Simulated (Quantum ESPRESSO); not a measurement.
Input and output of a self-consistent single point for BaIn4 (I4/mmm, 5 atoms in the cell) (Quantum ESPRESSO).

Computed with PBEsol, PseudoDojo standard norm-conserving (PBESOL) pseudopotentials (plane waves; Quantum ESPRESSO).

```yaml
crystal:
  lattice:
    - [-2.57318, 2.57318, 6.17382]
    - [2.57318, -2.57318, 6.17382]
    - [2.57318, 2.57318, -6.17382]
  atoms:
    - { symbol: Ba, position: [0.00000, 0.00000, 0.00000] }
    - { symbol: In, position: [0.75000, 0.25000, 0.50000] }
    - { symbol: In, position: [0.25000, 0.75000, 0.50000] }
    - { symbol: In, position: [0.61779, 0.61779, 0.00000] }
    - { symbol: In, position: [0.38221, 0.38221, 0.00000] }
```

Reference input (self-consistent single point, DFT, PBEsol, plane waves, PseudoDojo standard norm-conserving (PBESOL) pseudopotentials): ecutwfc = 70 Ry; occupations = smearing; smearing = gaussian; degauss = 0.019992 Ry; potentials = {Ba: Ba.upf, In: In.upf}; K_POINTS = automatic 5 5 5 0 0 0; conv_thr = 1e-09 Ry; mixing_beta = 0.3. This run's input differs from it in these lines:

```diff
@@ -30,3 +30,3 @@
 K_POINTS {automatic}
-5 5 5  0 0 0
+6 6 6  0 0 0
 CELL_PARAMETERS {angstrom}
```

Output, abridged:

```
     Self-consistent Calculation

     iteration #  1     ecut=    70.00 Ry     beta= 0.30

     Threshold (ethr) on eigenvalues was too large:
     Diagonalizing with lowered threshold

     c_bands:  1 eigenvalues not converged

     total energy              =    -586.52227068 Ry
     estimated scf accuracy    <       0.04584693 Ry

     iteration #  2     ecut=    70.00 Ry     beta= 0.30

     total energy              =    -586.52056954 Ry
     estimated scf accuracy    <       0.01325005 Ry

     iteration #  3     ecut=    70.00 Ry     beta= 0.30

     total energy              =    -586.52243829 Ry
     estimated scf accuracy    <       0.00159498 Ry

   [... 6 blocks of this kind left out ...]

     iteration # 10     ecut=    70.00 Ry     beta= 0.30

     total energy              =    -586.52269660 Ry
     estimated scf accuracy    <          1.8E-09 Ry

     iteration # 11     ecut=    70.00 Ry     beta= 0.30
     End of self-consistent calculation

     the Fermi energy is     8.7779 ev

!    total energy              =    -586.52269660 Ry
     estimated scf accuracy    <          4.1E-11 Ry
     smearing contrib. (-TS)   =      -0.00528032 Ry
     internal energy E=F+TS    =    -586.51741628 Ry

     convergence has been achieved in  11 iterations

     Forces acting on atoms (cartesian axes, Ry/au):

     atom    1 type  1   force =     0.00000000    0.00000000    0.00000000
     atom    2 type  2   force =     0.00000000    0.00000000    0.00000000
     atom    3 type  2   force =     0.00000000    0.00000000    0.00000000
     atom    4 type  2   force =    -0.00000000   -0.00000000    0.00340142
     atom    5 type  2   force =     0.00000000    0.00000000   -0.00340142

     Total force =     0.004810     Total SCF correction =     0.000003

          total   stress  (Ry/bohr**3)                   (kbar)     P=      -33.32
  -0.00022132   0.00000000   0.00000000          -32.56        0.00        0.00
   0.00000000  -0.00022132   0.00000000            0.00      -32.56        0.00
   0.00000000   0.00000000  -0.00023683            0.00        0.00      -34.84

   JOB DONE.
```

The run converged in 11 iterations. Against the reference run the free energy goes up by 5.8 meV/atom, the pressure stays near -3.33 GPa while the zz stress (positive for compression) goes from -3.07 to -3.48 GPa and the largest force goes from 0.058 to 0.087 eV/Å.

The starting cell comes from a database of computed structures (which also holds hypothetical and non-ambient phases and stackings), without a prior relaxation at this level. Its lattice was rescaled by a random factor within 2.5 % of one. With a pressure of about -3 GPa the cell is away from its equilibrium volume at this level.

Cost on one core of a shared machine: roughly 7 min.
